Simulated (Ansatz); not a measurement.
The parent structure is SnO$_{2}$ in the rutile structure (space group P4_2/mnm, No. 136; a = 4.769 Å, c = 3.212 Å). Axes: x, y, z lie along a, b, c of the conventional cell.

Structures relaxed with Ansatz (a first-principles code), PBEsol, PAW, cutoff 420 eV, no spin-orbit coupling.

Base:

Simulated powder pattern, Cu Kα1, λ = 1.54056 Å (kinematic, ideal powder, no thermal factors, no anomalous dispersion; the 14 strongest lines at most, above 2 %, up to 2θ = 90°):

| 2θ (°) | I/Imax (%) | hkl |
|---|---|---|
| 26.41 | 100 | (110) |
| 33.61 | 81 | (101) |
| 37.69 | 23 | (200) |
| 51.38 | 66 | (211) |
| 54.36 | 16 | (220) |
| 57.32 | 7.9 | (002) |
| 61.43 | 15 | (310) |
| 64.18 | 15 | (112) |
| 65.45 | 20 | (301) |
| 70.66 | 7.8 | (202) |
| 78.07 | 13 | (321) |
| 82.96 | 8.8 | (222) |
| 86.51 | 4.2 | (330) |
| 88.96 | 11 | (312) |

After one change:

Simulated powder pattern, Cu Kα1, λ = 1.54056 Å (kinematic, ideal powder, no thermal factors, no anomalous dispersion; the 14 strongest lines at most, above 2 %, up to 2θ = 90°):

```
2θ (°)  I/Imax (%)
------  ----------
25.78          100
33.74           75
36.78           23
50.76           65
52.99           16
58.30          7.0
59.84           15
64.31           19
64.79           14
70.95          7.2
76.44           12
82.68          8.3
87.96           12
88.40           10
```

Q: What was done to the base?
A) biaxial strain +1.20 %, plane normal [001], relaxed out of plane
B) biaxial strain +2.40 %, plane normal [001], relaxed out of plane
C) biaxial strain +0.60 %, plane normal [001], relaxed out of plane
D) biaxial strain +3.00 %, plane normal [001], relaxed out of plane

A: B, biaxial strain +2.40 %, plane normal [001], relaxed out of plane. Its volume per atom is 12.57 Å³ against 12.18 Å³, and its space group is P4_2/mnm (No. 136).

Stability against distortions was not tested.
